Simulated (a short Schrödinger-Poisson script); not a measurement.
System: gated Al0.2Ga0.8N/GaN polarisation-induced gas, at 300 K.

```csv
layer,material,thickness (nm),Na (cm⁻³)
1,Al0.2Ga0.8N,10,-
2,GaN,6000,6e14
```

The device is made up for the run: typed textbook-type constants, with dimensions and the other settings drawn at random. Al0.2Ga0.8N: permittivity 9.38, conduction-band edge (eV) 0.262, gap (eV) 3.804, electron mass (mₑ) 0.224, Nv at 300 K (cm⁻³) 4.6e19. GaN: permittivity 9.5, conduction-band edge (eV) 0, gap (eV) 3.43, Nv at 300 K (cm⁻³) 4.6e19.

Channel valleys (confinement mass, in-plane density-of-states mass, number): Γ 0.2, 0.2, 1. At the gate the conduction-band edge of layer 1 lies 1.1 eV − eVg above the Fermi level of the channel; the field vanishes at the back. Sheet of polarisation charge: +9.4e12 e/cm² at 10 nm from the gate. The barrier under the gate holds no holes. Gaps are held at their typed values at every temperature. Mesh 0.08 nm at interfaces.

Solved with a short Schrödinger-Poisson script written for these runs: 1D Poisson equation in equilibrium, electrons quantum, Hartree plus LDA exchange-correlation (BenDaniel-Duke, 40 states a valley, the channel's in-plane mass for all, wave functions free to enter the barrier), parabolic valleys, classical holes, full ionisation, no traps, pinning or gate leakage.

The same stack at other levels of the model or other numerical settings:

```csv
run,sheet density of all electrons at Vg = 0.5 V (cm⁻²),sheet density of all electrons at Vg = -0.5 V (cm⁻²),capacitance at Vg = 0.5 V (μF/cm²),centroid of the channel electrons at Vg = 0.5 V (nm),rough cost against the base
base,6.49e12,1.92e12,0.765,2.35,about 1
"electrons treated as classical, Boltzmann",6.89e12,2.04e12,0.797,1.33,0.02
"electrons treated as classical, Fermi-Dirac",6.36e12,1.94e12,0.728,2.24,0.06
"electrons treated as quantum, Hartree",6.31e12,1.82e12,0.758,2.63,0.6
mesh six times as coarse,6.49e12,1.92e12,0.766,2.28,0.3
one subband a valley,6.46e12,1.90e12,0.761,1.68,0.3
```

The classical rows ignore confinement, and Boltzmann statistics overrate the density once the band edge passes the Fermi level.
